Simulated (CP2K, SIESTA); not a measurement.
A CP2K input for a self-consistent single point of Ti6PtAu (Pm-3, 8 atoms in the cell) (DFT PBEsol, GPW, DZVP-MOLOPT-SR-GTH basis, GTH-PBE potentials (GTH_POTENTIALS)):

```
&GLOBAL
  PROJECT calc
  RUN_TYPE ENERGY_FORCE
  PRINT_LEVEL MEDIUM
&END GLOBAL
&FORCE_EVAL
  METHOD Quickstep
  STRESS_TENSOR ANALYTICAL
  &DFT
    BASIS_SET_FILE_NAME BASIS_MOLOPT
    POTENTIAL_FILE_NAME GTH_POTENTIALS
    &QS
      METHOD GPW
      EPS_DEFAULT 1E-11
    &END QS
    &MGRID
      CUTOFF 600
      REL_CUTOFF 50
      NGRIDS 5
    &END MGRID
    &SCF
      SCF_GUESS ATOMIC
      EPS_SCF 1E-6
      MAX_SCF 100
      ADDED_MOS 17
      &DIAGONALIZATION
        ALGORITHM STANDARD
      &END DIAGONALIZATION
      &MIXING
        METHOD BROYDEN_MIXING
        ALPHA 0.3
        NBUFFER 10
      &END MIXING
      &SMEAR ON
        METHOD GAUSSIAN
        SIGMA [eV] 0.136
      &END SMEAR
    &END SCF
    &KPOINTS
      SCHEME MONKHORST-PACK 5 5 5
    &END KPOINTS
    &XC
      &XC_FUNCTIONAL
        &PBE
          PARAMETRIZATION PBESOL
        &END PBE
      &END XC_FUNCTIONAL
    &END XC
    &PRINT
      &MO
        EIGENVALUES T
        OCCUPATION_NUMBERS T
        NDIGITS 8
        FILENAME mo
        &EACH
          QS_SCF 0
        &END EACH
        ADD_LAST NUMERIC
      &END MO
      &MULLIKEN ON
      &END MULLIKEN
    &END PRINT
  &END DFT
  &SUBSYS
    &CELL
      ABC 5.05615000 5.05615000 5.05615000
      ALPHA_BETA_GAMMA 90.00000000 90.00000000 90.00000000
      PERIODIC XYZ
    &END CELL
    &COORD
      Ti       0.00000000     2.52807500     3.81006183
      Ti       0.00000000     2.52807500     1.24608817
      Ti       3.81006183     0.00000000     2.52807500
      Ti       1.24608817     0.00000000     2.52807500
      Ti       2.52807500     3.81006183     0.00000000
      Ti       2.52807500     1.24608817     0.00000000
      Pt       0.00000000     0.00000000     0.00000000
      Au       2.52807500     2.52807500     2.52807500
    &END COORD
    &KIND Ti
      BASIS_SET DZVP-MOLOPT-SR-GTH
      POTENTIAL GTH-PBE-q12
    &END KIND
    &KIND Pt
      BASIS_SET DZVP-MOLOPT-SR-GTH
      POTENTIAL GTH-PBE-q18
    &END KIND
    &KIND Au
      BASIS_SET DZVP-MOLOPT-SR-GTH
      POTENTIAL GTH-PBE-q11
    &END KIND
  &END SUBSYS
  &PRINT
    &FORCES ON
    &END FORCES
    &STRESS_TENSOR ON
    &END STRESS_TENSOR
  &END PRINT
&END FORCE_EVAL
```

Write the same calculation as an input for SIESTA.

This is the input that was run; spellings and numerical settings could be chosen otherwise.

```
# files in the folder: Ti.psml Pt.psml Au.psml (PseudoDojo PBEsol standard)
SystemName  Ti6PtAu
SystemLabel siesta

NumberOfAtoms                8
NumberOfSpecies              3
%block ChemicalSpeciesLabel
  1 22 Ti
  2 78 Pt
  3 79 Au
%endblock ChemicalSpeciesLabel
LatticeConstant              1.0 Ang
%block LatticeVectors
     5.056150000    0.000000000    0.000000000
     0.000000000    5.056150000    0.000000000
     0.000000000    0.000000000    5.056150000
%endblock LatticeVectors
AtomicCoordinatesFormat      Bohr
%block AtomicCoordinatesAndAtomicSpecies
     0.000000000    4.777369373    7.199973381  1
     0.000000000    4.777369373    2.354765364  1
     7.199973381    0.000000000    4.777369373  1
     2.354765364    0.000000000    4.777369373  1
     4.777369373    7.199973381    0.000000000  1
     4.777369373    2.354765364    0.000000000  1
     0.000000000    0.000000000    0.000000000  2
     4.777369373    4.777369373    4.777369373  3
%endblock AtomicCoordinatesAndAtomicSpecies

XC.functional                GGA
XC.authors                   PBEsol
PAO.BasisSize                DZP
PAO.EnergyShift              0.01 Ry
MeshCutoff                   400 Ry
%block kgrid.MonkhorstPack
    5   0   0  0.0
    0   5   0  0.0
    0   0   5  0.0
%endblock kgrid.MonkhorstPack
OccupationFunction           MP
OccupationMPOrder            0
ElectronicTemperature        136.0 meV

MaxSCFIterations             150
SCF.Mixer.Method             Pulay
SCF.Mixer.Weight             0.25
SCF.Mixer.History            6
SCF.DM.Tolerance             1.0E-05
Diag.ParallelOverK           true
WriteForces                  true
```

Basis, cutoffs, solver keys and any potentials are the target program's own. This input uses DFT, GGA PBEsol, numerical atomic orbitals DZP, PseudoDojo PBEsol standard norm-conserving potentials (rewritten from UPF to PSML).

The starting cell comes from a database of computed structures (which also holds hypothetical and non-ambient phases and stackings), without a prior relaxation at this level.
